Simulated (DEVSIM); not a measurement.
Device: Schottky contact on n-type β-Ga2O3, at 300 K.

Layer 1 from the left is β-Ga2O3, thickness (μm) 0.380, Nd (cm⁻³) 9.9e15, τn (s) 4.2e-10, τp (s) 4.2e-10.

Left contact: Schottky, work function 5.07 eV, emission velocity 3.5e6 cm/s. Right contact: ohmic. Voltage is applied to the left contact. Recombination: SRH at mid-gap, radiative. Mobility is μmin + (μ − μmin)/(1 + (N/Nref)^α).

Constants are typed, rounded textbook-type inputs, not results; the design itself was drawn at random and stands for no fabricated device. Values at 300 K.

β-Ga2O3: gap (eV) 4.8, affinity (eV) 4, permittivity 10, Nc (cm⁻³) 3.7e18, Nv (cm⁻³) 5e20, μn (cm²/Vs) 160, μp (cm²/Vs) 1, μn,min 20, μp,min 0.1, Nref,n 1e18, Nref,p 1e18, αn 0.8, αp 0.8, B (cm³/s) 1e-12.

Simulated with DEVSIM: 1D drift-diffusion, Boltzmann statistics, complete ionisation; no tunnelling, impact ionisation, image-force lowering or self-heating. Metal contacts follow the ideal Schottky-Mott rule: no Fermi-level pinning, no interface dipoles.

Dark forward current:

```
|V| (V)  |J| (A/cm²)
-------  -----------
0.05       9.196e-12
0.10       7.213e-11
0.15       5.029e-10
0.20        3.449e-9
0.25        2.357e-8
0.30        1.608e-7
0.35        1.095e-6
0.40        7.441e-6
0.45        5.042e-5
0.50       0.0003405
0.55        0.002288
0.60         0.01526
0.65          0.1007
0.70          0.6520
0.75           4.037
0.80           22.06
0.85           88.91
0.90           235.2
0.95           448.7
1.00           704.1
1.05           984.4
1.10            1280
1.15            1585
1.20            1896
1.25            2211
```

Task: Work out the local ideality factor n = ΔV / (kT/q · ln(J2/J1)) between the rows 0.15 and 0.20 V, 1.20 and 1.25 V.

Result: kT/q = 25.85 mV. From 0.15 to 0.20 V: ln(3.449e-9/5.029e-10) = 1.925, n = 1.00, near the 1 of diffusion or emission over a barrier. From 1.20 to 1.25 V: ln(2211/1896) = 0.154, n = 12.58; the layers' resistance at their doping, Σ W/(qμN) = 0.00015 Ω cm², would take 48 mV of this step of 50 mV.

Task: Estimate the current at 0.40 V for emission alone, J0 = q v N_band exp(−φB/kT), and read the barrier back from the simulated current.

Result: φB = 1.070 eV, N_band = 3.70e18 cm⁻³, J0 = 2.19e-12 A/cm²; J = J0 (exp(qV/kT) − 1) = 1.15e-5 A/cm². The simulation gives 7.44e-6 A/cm²; the estimate lies 55 % above. Read backwards, the simulated current gives an apparent barrier of 1.081 eV. The estimate leaves out transport through the depletion region and minority injection.
